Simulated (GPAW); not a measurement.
Input and output of a self-consistent single point for Hf (P6_3/mmc, 2 atoms in the cell) (GPAW).

Computed with LDA (Perdew-Wang 92), GPAW PAW datasets LDA (gpaw-data 1.0.1) (plane waves; GPAW).

```
Hf
1.0
    1.57857    -2.73417     0.00000
    1.57857     2.73417     0.00000
    0.00000     0.00000     4.99798
Hf
2
Direct
  0.33333   0.66667   0.25000
  0.66667   0.33333   0.75000
```

Reference input (self-consistent single point, DFT PBE, plane waves, GPAW PAW datasets PBE (gpaw-data 1.0.1)): mode = pw; ecut = 550 eV; xc = PBE; kpts = 8 8 5; mesh shift (steps) = 0 0 0; occupations.name = methfessel-paxton; occupations.width = 0.1 eV; occupations.order = 0; nbands = -10; convergence.density = 1e-05 e/electron; symmetry.symmorphic = false; symmetry.tolerance = 0.0005. This run's input differs from it in these lines:

```diff
@@ -13,3 +13,3 @@
 calc = GPAW(mode=PW(550),
-            xc='PBE',
+            xc='LDA',
             kpts={'size': (8, 8, 5), 'gamma': True},
```

Its files differ too (potentials: GPAW PAW datasets LDA (gpaw-data 1.0.1)).

Output, abridged:

```
     iter     time        total  log10-change:
                         energy   eigst   dens
iter:   1 --:--:--   -16.860953
iter:   2 --:--:--   -16.839871   -1.67  -1.34
iter:   3 --:--:--   -16.663436   -1.28  -1.37
iter:   4 --:--:--   -16.672115   -2.62  -2.21
iter:   5 --:--:--   -16.670345c  -2.01  -2.18
iter:   6 --:--:--   -16.650817   -2.92  -2.03
iter:   7 --:--:--   -16.650569   -3.69  -3.04
iter:   8 --:--:--   -16.650510c  -4.88  -2.92
iter:   9 --:--:--   -16.650508c  -6.31  -3.46
iter:  10 --:--:--   -16.650493c  -5.34  -3.48
iter:  11 --:--:--   -16.650488c  -7.06  -3.94
iter:  12 --:--:--   -16.650499c  -5.89  -3.77
iter:  13 --:--:--   -16.650493c  -6.71  -4.02
iter:  14 --:--:--   -16.650492c  -7.53c -4.84
iter:  15 --:--:--   -16.650493c  -9.25c -5.10c
Converged after 15 iterations.

Dipole moment: (-0.000000, -0.000000, 0.000000) |e|*Ang

Energy contributions relative to reference atoms: (reference = -819282.656977)

Kinetic:        +12.277266
Potential:      -11.183526
External:        +0.000000
XC:             -16.751175
Entropy (-ST):   -0.008036
Local:           -0.989040
SIC:             +0.000000
--------------------------
Free energy:    -16.654510
Extrapolated:   -16.650493

Showing only first 2 kpts
 Kpt  Band  Eigenvalues  Occupancy
  0    10     10.94095    0.00000
  0    11     11.20088    0.00000
  0    12     11.20089    0.00000
  0    13     11.48099    0.00000

  1    10     10.43438    0.00002
  1    11     11.03351    0.00000
  1    12     11.03352    0.00000
  1    13     11.16939    0.00000

Fermi level: 10.13590

No gap
No difference between direct/indirect transitions
Energy (eV): -16.650493

Forces in eV/Ang:
  0 Hf   -0.00000    0.00000    0.00000
  1 Hf   -0.00000   -0.00000    0.00000

Stress tensor:
     0.021119     0.000000    -0.000000
     0.000000     0.021119    -0.000000
    -0.000000    -0.000000     0.021738
Stress (GPa, Voigt): [ 3.3836  3.3836  3.4829 -0.     -0.      0.    ]
```

The run converged in 15 iterations. GPAW prints stress with tension positive. Against the reference run the pressure goes from 5.66 to -3.42 GPa.

The starting cell has typed, rounded lattice constants, without a prior relaxation at this level. Its lattice was rescaled by a random factor within 2.5 % of one. With a pressure of about -3 GPa the cell is away from its equilibrium volume at this level.
